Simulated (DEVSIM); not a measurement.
Structure: abrupt CdTe n-p junction, at 250 K.

```tsv
layer (left to right)	material	thickness (μm)	Nd (cm⁻³)	Na (cm⁻³)	τn (s)	τp (s)
1	CdTe	41.0	1.5e16	-	2e-9	2e-9
2	CdTe	0.310	-	1.5e14	2e-9	2e-9
```

Left contact: ohmic. Right contact: ohmic. Voltage is applied to the left contact. Recombination: SRH at mid-gap. Mobility is μmin + (μ − μmin)/(1 + (N/Nref)^α).

This is a model device: material constants are rounded textbook-type values typed into the input, and sizes, dopings and lifetimes were drawn at random. Values at 300 K; Nc and Nv go as T^1.5, mobilities as T to minus their exponent, the gap by Varshni's rule with the affinity fixed.

| parameter | CdTe |
|---|---|
| gap (eV) | 1.5 |
| affinity (eV) | 4.28 |
| permittivity | 10.2 |
| Nc (cm⁻³) | 8e17 |
| Nv (cm⁻³) | 1.8e19 |
| μn (cm²/Vs) | 1000 |
| μp (cm²/Vs) | 80 |
| μn,min | 100 |
| μp,min | 10 |
| Nref,n | 1e17 |
| Nref,p | 1e17 |
| αn | 0.6 |
| αp | 0.6 |
| T exponent of μn | 1.7 |
| T exponent of μp | 1.5 |
| Varshni α (eV/K) | 0.00031 |
| Varshni β (K) | 108 |

DEVSIM, 1D drift-diffusion, Boltzmann statistics, complete ionisation; no tunnelling, impact ionisation, image-force lowering or self-heating.

### Question
Give the small-signal capacitance in reverse bias (quasi-static).

### Answer

```csv
V (V),C (nF/cm²)
0.1,20.6
0.25,20.0
0.5,19.1
0.75,18.4
1,17.7
1.5,16.6
2,15.6
2.5,14.8
3.25,13.8
4,13.0
5,12.1
```
